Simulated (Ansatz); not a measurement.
# NbRu (Cmmm, No. 65, 2 atoms in the cell; start mp-1220325)

Level of theory: LDA in Ansatz (plane waves, PAW).

Numerical settings: plane-wave cutoff 520 eV, 20×20×14 k mesh (along the axes of the cell as run), Fermi–Dirac smearing 0.05 eV, no spin polarisation, scalar-relativistic PAW data made under PBE.

Cell (relaxed at this level):

NbRu is taken in the orthorhombic space group Cmmm (No. 65), Pearson symbol oS4. Lattice parameters: a = 3.2176 Å, b = 4.5250 Å, c = 4.1573 Å, α = β = γ = 90.00°. Nb on 2a is coordinated by 4 Ru at 2.629 Å and 4 Ru at 3.072 Å and 4 Nb at 2.776 Å and 2 Nb at 3.218 Å. Ru on 2c is surrounded by 4 Nb at 2.629 Å and 4 Nb at 3.072 Å and 4 Ru at 2.776 Å and 2 Ru at 3.218 Å. (Neighbours: up to the widest gap in distance over summed covalent radii, below 1.35, at either atom.)
(The calculation used a cell of 2 atoms; values per cell refer to that cell.)

```json
{
 "bulk_modulus": "254 GPa"
}
```

Note: the run has no spin polarisation, so it can have missed a magnetic state; the bulk modulus is −V dP/dV from two relaxed cells at ±2 % in volume; the relaxation could not lower the start's symmetry, so the cell can be a saddle point above a distorted one.

Static lattice: no zero-point or thermal effects.

A start named mp-… is a Materials Project structure, which need not be a measured phase.

Ansatz is a program for electronic structure.
